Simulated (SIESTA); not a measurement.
Worked example: self-consistent single point of YCo₂B₂ (P1, 5 atoms in the cell) in SIESTA.

Method: SIESTA with LDA PW92, numerical atomic orbitals TZP, PseudoDojo LDA standard norm-conserving potentials (rewritten from UPF to PSML).

The change in words: atoms moved at random. Reference geometry:
```xyz
5
Lattice="-1.7499 1.7499 4.6597 1.7499 -1.7499 4.6597 1.7499 1.7499 -4.6597" Properties=species:S:1:pos:R:3 pbc="T T T"
Y      0.0000     0.0000     0.0000
Co     0.0000     1.7499     2.3299
Co     1.7499     0.0000     2.3299
B      0.0000     0.0000     6.1011
B      0.0000     0.0000     3.2184
```

Reference input (self-consistent single point, DFT, LDA PW92, numerical atomic orbitals TZP, PseudoDojo LDA standard norm-conserving potentials (rewritten from UPF to PSML)): XC.functional = LDA; XC.authors = PW92; potentials = PseudoDojo LDA standard; PAO.BasisSize = TZP; PAO.EnergyShift = 0.01 Ry; MeshCutoff = 300 Ry; kgrid.MonkhorstPack = 11 11 11; OccupationFunction = FD; ElectronicTemperature = 1160.45 K; MaxSCFIterations = 150; SCF.Mixer.Method = Pulay; SCF.Mixer.Weight = 0.2. This run's input differs from it in these lines:

```diff
@@ -19,7 +19,7 @@
 %block AtomicCoordinatesAndAtomicSpecies
-     0.000000000    0.000000000    0.000000000  1
-     0.000000000    1.749862000    2.329856500  2
-     1.749862000    0.000000000    2.329856500  2
-     0.000000000   -0.000000000    6.101055425  3
-     0.000000000   -0.000000000    3.218370575  3
+    -0.008609321    0.029254193    0.033037365  1
+     0.026638149    1.669051623    2.359879031  2
+     1.707270359   -0.043995030    2.340061271  2
+     0.082563739    0.013363696    6.117974843  3
+    -0.057999176    0.082189268    3.128181830  3
 %endblock AtomicCoordinatesAndAtomicSpecies
```

Output, abridged:

```
        iscf     Eharris(eV)        E_KS(eV)     FreeEng(eV)     dDmax    Ef(eV) dHmax(eV)
   scf:    1    -9389.688359    -9534.606817    -9534.722495  1.706865 -3.755009 35.967254
   scf:    2    -9472.672848    -9567.469774    -9567.554660  0.480510 -6.603411 22.959947
   scf:    3    -9596.387224    -9589.728589    -9589.781658  0.174694 -5.608407  4.149715
   scf:    4    -9588.694154    -9590.177059    -9590.239468  0.117364 -5.557583  5.045668
   scf:    5    -9590.553735    -9590.550925    -9590.612731  0.033787 -5.599517  2.440010
   [... 5 lines left out ...]
   scf:   11    -9590.741956    -9590.741962    -9590.801368  0.000128 -5.655998  0.002668
   scf:   12    -9590.741958    -9590.741960    -9590.801369  0.000146 -5.656158  0.001874
   scf:   13    -9590.741952    -9590.741956    -9590.801369  0.000108 -5.656352  0.000245
   scf:   14    -9590.741955    -9590.741955    -9590.801369  0.000008 -5.656378  0.000123
SCF Convergence by DM+H criterion
max |DM_out - DM_in|         :     0.0000079080
max |H_out - H_in|      (eV) :     0.0001229208
SCF cycle converged after 14 iterations

Using DM_out to compute the final energy and forces

siesta: E_KS(eV) =            -9590.7420

siesta: E_KS - E_eggbox =     -9590.7420

siesta: Atomic forces (eV/Ang):
     1    0.080864   -0.212783   -0.214072
     2   -0.294984    2.822127   -1.028820
     3    0.692339    0.386066   -0.236149
     4   -0.901038   -0.498017   -0.282058
     5    0.439444   -2.481428    1.760847
   Tot    0.016625    0.015966   -0.000252
   Max    2.822127
   Res    1.168541    sqrt( Sum f_i^2 / 3N )
   Max    2.822127    constrained

Stress tensor Voigt[x,y,z,yz,xz,xy] (kbar):       12.06      -31.15      -13.38       31.20      -20.10        1.00
   [... lines left out ...]
siesta: FreeEng =     -9590.801369
   [... lines left out ...]
siesta:     0.007526    0.000626   -0.012543
siesta:     0.000626   -0.019445    0.019471
siesta:    -0.012543    0.019471   -0.008350

siesta: Cell volume =         57.072482 Ang**3

siesta: Pressure (static):
siesta:                Solid            Molecule  Units
siesta:           0.00007359         -0.00032935  Ry/Bohr**3
siesta:           0.00675642         -0.03023980  eV/Ang**3
siesta:          10.82497892        -48.44950817  kBar
```

The run converged in 14 iterations. Against the reference run the free energy goes up by 77.1 meV/atom, the pressure goes from -3.69 to 1.08 GPa and the largest force goes from 0.260 to 3.074 eV/Å.

The starting cell comes from a database of computed structures (which also holds hypothetical and non-ambient phases and stackings), without a prior relaxation at this level. Its lattice was rescaled by a random factor within 2.5 % of one. For this run, on top of that: atoms moved at random. Spin polarisation is off. Values carry the incompleteness of an atom-centred basis. Forces in this geometry exceed 1 eV/Å.

Cost on one core of a shared machine: roughly 5 min.
